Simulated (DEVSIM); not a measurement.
## abrupt Si p-n junction

System: abrupt Si p-n junction, at 300 K.

```tsv
layer (left to right)	material	thickness (μm)	Nd (cm⁻³)	Na (cm⁻³)	τn (s)	τp (s)
1	Si	39.0	-	6.4e15	1.5e-6	1.5e-5
2	Si	160	7.5e15	-	1.5e-5	1.5e-5
```

Left contact: ohmic. Right contact: ohmic. Voltage is applied to the left contact. Recombination: SRH at mid-gap, radiative, Auger. Mobility is μmin + (μ − μmin)/(1 + (N/Nref)^α).

This is a model device: material constants are rounded textbook-type values typed into the input, and sizes, dopings and lifetimes were drawn at random. Values at 300 K.

```
parameter           Si
-------------  -------
gap (eV)         1.124
affinity (eV)     4.05
permittivity      11.7
Nc (cm⁻³)      2.86e19
Nv (cm⁻³)       3.1e19
μn (cm²/Vs)       1417
μp (cm²/Vs)        470
μn,min              52
μp,min              45
Nref,n          9.7e16
Nref,p          2.2e17
αn                0.68
αp                0.72
B (cm³/s)      4.7e-15
Cn (cm⁶/s)     2.8e-31
Cp (cm⁶/s)     9.9e-32
```

Simulated with DEVSIM: 1D drift-diffusion, Boltzmann statistics, complete ionisation; no tunnelling, impact ionisation, image-force lowering or self-heating.

```
Quantity                                            Value
---------------------------------------------  ----------
Potential step across the device at zero bias     0.691 V
Largest field in the device at zero bias       26000 V/cm
Dark forward voltage at 1 A/cm²                   0.641 V
Dark forward voltage at 100 A/cm²                 1.155 V
```

Dark forward current:

(V (V), J (A/cm²)): (0.05, 1.2e-9); (0.15, 2.2e-8); (0.20, 1.0e-7); (0.30, 3.5e-6); (0.40, 0.00015); (0.45, 0.0011); (0.55, 0.049); (0.60, 0.30); (0.70, 3.6); (0.80, 13); (0.85, 20); (0.95, 39); (1.05, 65); (1.10, 81); (1.20, 120); (1.25, 140); (1.35, 180); (1.45, 240); (1.50, 270); (1.60, 330)

Dark reverse current:

```csv
V (V),J (A/cm²)
-0.10,-6.8e-10
-0.25,-1.1e-9
-0.50,-1.8e-9
-0.75,-2.3e-9
-1.00,-2.8e-9
-1.50,-3.8e-9
-2.00,-4.6e-9
-2.50,-5.3e-9
-3.25,-6.4e-9
-4.00,-7.3e-9
-5.00,-8.4e-9
```
